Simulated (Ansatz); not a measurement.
# Pressure series in K2PtH6

The parent structure is K₂PtH₆ (space group Fm-3m, No. 225; a = 8.114 Å; a cell from a computed database, its experimental status unchecked).

Cell and atoms are relaxed at each pressure.

The values are results of Kohn–Sham DFT with the r2SCAN functional, run in Ansatz (a quantum-chemistry and plane-wave program) with PAW and 500 eV plane waves, without spin-orbit coupling, earlier PAW set, not measurements.

```json
[
 {"pressure (GPa)": "-2", "volume per atom (Å³/atom)": "17.360"},
 {"pressure (GPa)": "-1", "volume per atom (Å³/atom)": "15.781"},
 {"pressure (GPa)": "0", "volume per atom (Å³/atom)": "14.840"},
 {"pressure (GPa)": "4.2", "volume per atom (Å³/atom)": "?"},
 {"pressure (GPa)": "9", "volume per atom (Å³/atom)": "11.346"},
 {"pressure (GPa)": "18", "volume per atom (Å³/atom)": "9.935"},
 {"pressure (GPa)": "30", "volume per atom (Å³/atom)": "8.835"},
 {"pressure (GPa)": "45", "volume per atom (Å³/atom)": "7.955"},
 {"pressure (GPa)": "60", "volume per atom (Å³/atom)": "7.340"}
]
```

### Question
Fit the third-order Birch–Murnaghan form P(V) = (3B₀/2)[(V₀/V)^(7/3) − (V₀/V)^(5/3)]·[1 + (3/4)(B₀′ − 4)((V₀/V)^(2/3) − 1)] (squares taken in P) to the rows shown and predict the withheld row.

### Answer
Least squares on the printed values gives V₀ = 14.879 Å³/atom, B₀ = 19.2 GPa, B₀′ = 4.2; this predicts 12.710 Å³/atom, and the run gives 12.654 Å³/atom, 0.056 lower.

Load acts through the strain it causes; cell and atoms are relaxed under it. Stability against distortions was not tested. Competing high-pressure phases were not computed.
